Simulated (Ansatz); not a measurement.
Here is the system:

```xyz
3
Lattice="3.1714 0.0000 0.0000 -1.5857 2.7465 0.0000 0.0000 0.0000 3.4710" Properties=species:S:1:pos:R:3 pbc="T T T"
Zr     0.0000     0.0000     0.0000
B      1.5857     0.9155     1.7355
B      0.0000     1.8310     1.7355
```

No spin polarisation.

Computed with PBE, PAW, 420 eV (Ansatz, an electronic-structure program; scalar-relativistic without spin-orbit coupling). k-mesh 21×21×16 (Γ-centred); smearing 0.1 eV (Fermi–Dirac).

Problem. Predict the stress and band gap.

Solution. Stress (xx, yy, zz, yz, xz, xy; compression positive): (2.6, 2.6, 9.1, 0.0, 0.0, 0.0) GPa
Band gap: zero

The cells carry an imposed strain or load. Whether these cells are dynamically stable was not tested. The final runs are not spin-polarised. The cell was made from ZrB2 (space group P6/mmm, No. 191) by this change: uniaxial strain ε_zz = −2.00 %.
